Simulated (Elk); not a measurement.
Input and output of a self-consistent single point for In (I4/mmm, 1 atom in the cell) (Elk)

Computed with PBE, all-electron FP-LAPW, Elk's shipped species files, APW+lo basis with extra local orbitals (Elk).

The input file:

```
tasks
  0

xctype
  20

rgkmax
  7.5

gmaxvr
  14.0

nxlo
  2

lorbcnd
  .true.

lmaxi
  3

swidth
  0.00367493

maxscl
  100

scale
  6.40152051

avec
   -0.4811384049    0.4811384049    0.7328108014
    0.4811384049   -0.4811384049    0.7328108014
    0.4811384049    0.4811384049   -0.7328108014

atoms
  1
  'In.in'
  1
  0.0000000000  0.0000000000  0.0000000000    0.0 0.0 0.0

ngridk
  7 7 7
```

Output, abridged:

```
│ Elk code version 10.2.4 │

All units are atomic (Hartree, Bohr, etc.)

│ Ground-state run starting from atomic densities │

Lattice vectors :
  -3.080017367       3.080017367       4.691103375
   3.080017367      -3.080017367       4.691103375
   3.080017367       3.080017367      -4.691103375

Unit cell volume      :    178.0087397
Brillouin zone volume :    1.393472106

Muffin-tin inner radius fraction :   0.1000000000E-01

Nuclei treated as point charges

Species :    1 (In)
 parameters loaded from : In.in
 name : indium
 nuclear charge    :   -49.00000000
 electronic charge :    49.00000000
 atomic mass :    209300.4100
 muffin-tin radius :    2.600000000
 number of radial points in muffin-tin :    597
 atomic positions (lattice), magnetic fields (Cartesian) :
   1 :   0.00000000  0.00000000  0.00000000    0.00000000  0.00000000  0.00000000

Total number of atoms per unit cell :    1

Spin treatment :
 spin-unpolarised

Number of Bravais lattice symmetries :   16
Number of crystal symmetries         :   16
Crystal has inversion symmetry
Real symmetric eigensolver will be used

k-point grid :      7     7     7
k-point offset :    0.000000000       0.000000000       0.000000000
k-point set is reduced with full crystal symmetry group
Total number of k-points :       40

Muffin-tin radius times maximum |G+k| :    7.500000000
 using average radius
Maximum |G+k| for APW functions       :    2.884615385
Maximum (1/2)|G+k|²                   :    4.160502959
Maximum |G| for potential and density :    14.00000000
 potential will be trimmed for |G| > 2 gkmax
Constant for pseudocharge density :    9
Radial integration step length :    4

G-vector grid sizes :     30    30    30
Number of G-vectors :     8193

Maximum angular momentum used for
 APW functions                      :    8
 outer part of muffin-tin           :    6
 inner part of muffin-tin           :    3

Total nuclear charge    :   -49.00000000
Total core charge       :    30.00000000
Total valence charge    :    19.00000000
Total excess charge     :    0.000000000
Total electronic charge :    49.00000000

Effective Wigner radius, rₛ :   0.9536423853

Number of empty states         :    4
Total number of valence states :   14
Total number of core states    :   30

Conduction state local-orbitals added automatically
Total number of local-orbitals :   82

Exchange-correlation functional :     20     0     0
 Perdew-Burke-Ernzerhof, Phys. Rev. Lett. 77, 3865 (1996)
 gradient requirement :    1
 generalised gradient approximation (GGA)

Smearing type :    3
 Fermi-Dirac
Smearing width :   0.3674930000E-02
Effective electronic temperature (K) :    1160.451112

Mixing type :    3
 Broyden mixing, J. Phys. A: Math. Gen. 17, L317 (1984)

Kohn-Sham potential initialised from atomic data

│ Self-consistent loop started │
│ Loop number : 1 │
 total energy                :     -5885.30229676
│ Loop number : 2 │
 total energy                :     -5885.31967761
RMS change in Kohn-Sham potential (target) :   0.8294223947E-01 (  0.1000000000E-05)
Absolute change in total energy (target)   :   0.1738084328E-01 (  0.1000000000E-03)
│ Loop number : 3 │
 total energy                :     -5885.27911012
RMS change in Kohn-Sham potential (target) :   0.8118348764E-01 (  0.1000000000E-05)
Absolute change in total energy (target)   :   0.3622227928E-01 (  0.1000000000E-03)
│ Loop number : 4 │
 total energy                :     -5884.28677865
RMS change in Kohn-Sham potential (target) :   0.3934510373E-01 (  0.1000000000E-05)
Absolute change in total energy (target)   :    1.001387033     (  0.1000000000E-03)
│ Loop number : 5 │
 total energy                :     -5883.65663222
RMS change in Kohn-Sham potential (target) :   0.1269597818E-01 (  0.1000000000E-05)
Absolute change in total energy (target)   :   0.8804931870     (  0.1000000000E-03)
│ Loop number : 6 │
 total energy                :     -5883.43132093
RMS change in Kohn-Sham potential (target) :   0.3084954176E-02 (  0.1000000000E-05)
Absolute change in total energy (target)   :   0.4454345948     (  0.1000000000E-03)
│ Loop number : 7 │
 total energy                :     -5883.35747447
RMS change in Kohn-Sham potential (target) :   0.1584140325E-03 (  0.1000000000E-05)
Absolute change in total energy (target)   :   0.1852051054     (  0.1000000000E-03)
│ Loop number : 8 │
 total energy                :     -5883.35431100
RMS change in Kohn-Sham potential (target) :   0.6641590998E-04 (  0.1000000000E-05)
Absolute change in total energy (target)   :   0.4946474319E-01 (  0.1000000000E-03)
│ Loop number : 9 │
 total energy                :     -5883.35146472
RMS change in Kohn-Sham potential (target) :   0.4325349693E-04 (  0.1000000000E-05)
Absolute change in total energy (target)   :   0.1521246434E-01 (  0.1000000000E-03)
│ Loop number : 10 │
 total energy                :     -5883.34813831
RMS change in Kohn-Sham potential (target) :   0.7394181189E-05 (  0.1000000000E-05)
Absolute change in total energy (target)   :   0.7129525776E-02 (  0.1000000000E-03)
│ Loop number : 11 │
 total energy                :     -5883.34776442
RMS change in Kohn-Sham potential (target) :   0.4412322258E-06 (  0.1000000000E-05)
Absolute change in total energy (target)   :   0.2156279631E-02 (  0.1000000000E-03)
│ Loop number : 12 │
 total energy                :     -5883.34775161
RMS change in Kohn-Sham potential (target) :   0.2324271457E-06 (  0.1000000000E-05)
Absolute change in total energy (target)   :   0.5518747703E-03 (  0.1000000000E-03)
│ Loop number : 13 │
 total energy                :     -5883.34775059
RMS change in Kohn-Sham potential (target) :   0.3475462869E-07 (  0.1000000000E-05)
Absolute change in total energy (target)   :   0.1389918116E-03 (  0.1000000000E-03)
│ Loop number : 14 │
 total energy                :     -5883.34775166
RMS change in Kohn-Sham potential (target) :   0.2072469540E-07 (  0.1000000000E-05)
Absolute change in total energy (target)   :   0.3367512090E-04 (  0.1000000000E-03)
Convergence targets achieved

│ Loop number : 15 │

Energies :
 Fermi                       :     0.206014073571
 sum of eigenvalues          :     -3542.67422552
 electron kinetic            :      6180.57843521
 core electron kinetic       :      5970.38557373
 Coulomb                     :     -11903.8129462
 Coulomb potential           :     -9514.42200587
 nuclear-nuclear             :     -512.643504174
 electron-nuclear            :     -13267.9168781
 Hartree                     :      1876.74743614
 Madelung                    :     -7146.60194325
 xc potential                :     -208.830654858
 exchange                    :     -157.499210611
 correlation                 :     -2.61338435237
 electron entropic           :    -0.645366231926E-03
 total energy                :     -5883.34775130

Density of states at Fermi energy :    14.54072107
 (states/Hartree/unit cell)

Estimated indirect band gap :   0.2199944683E-02
 from k-point     29 to k-point     27
Estimated direct band gap   :   0.2020037025E-01
 at k-point     20

Charges :
 core                        :    30.00000000
 valence                     :    19.00000000
 interstitial                :    1.710946606
 muffin-tins (core leakage)
  species :    1 (In)
   atom    1                 :    47.28905339     (  0.1307745798E-03)
 total in muffin-tins        :    47.28905339
 total calculated charge     :    48.99815394
 total charge                :    49.00000000
 error                       :   0.1846055156E-02

│ Self-consistent loop stopped │
```

The run converged in 15 iterations. The count includes the last loop, which Elk runs after its targets are met.

The starting cell has typed, rounded lattice constants, without a prior relaxation at this level. Its lattice was rescaled by up to half a per cent. Values depend on the basis (sphere radii, cutoffs, local orbitals), which need not be converged. The log's line on a gap gives a spacing of levels on this mesh, which the program prints for metals too.
